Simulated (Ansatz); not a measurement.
Given:

End structure of the (11-21) surface of hcp Hf in its 1x1 cell, outermost plane spacing 0.76 Å in the ideal cut:

```xyz
14
Lattice="5.5510 0.0000 0.0000 2.7755 5.3146 0.0000 0.0000 0.0000 26.0000" Properties=species:S:1:pos:R:3 pbc="T T T"
Hf     4.5300     4.0254     8.2613
Hf     1.0364     1.7905     8.9092
Hf     7.4459     4.6271     9.5447
Hf     3.6663     2.1611    10.3653
Hf     4.5856     5.0648    11.0505
Hf     6.4988     2.6632    11.8365
Hf     4.6120     0.2452    12.6113
Hf     3.7144     3.1369    13.3887
Hf     1.8277     0.7189    14.1635
Hf     6.5164     3.6319    14.9495
Hf     4.6602     1.2210    15.6347
Hf     3.6560     4.0695    16.4553
Hf     1.7391     1.5916    17.0908
Hf     6.5720     4.6713    17.7387
```

Set-up: 14 atoms, 9.9 Å thick at the start (thin: gaps and levels are the slab's own); mesh 8x7x1; 0.1 eV smearing; dipole correction on; single point; on the structure that PBE left under its start's symmetry; no spin, no spin-orbit, no U.

**Question.** Predict the surface energy (mean of both faces) from r2SCAN, at the PBE geometry (Ansatz, a first-principles code).

**Answer.** 2.11 J/m^2

**Question.** Give the work function of the top face at the level r2SCAN, at the PBE geometry.

**Answer.** 3.41 eV
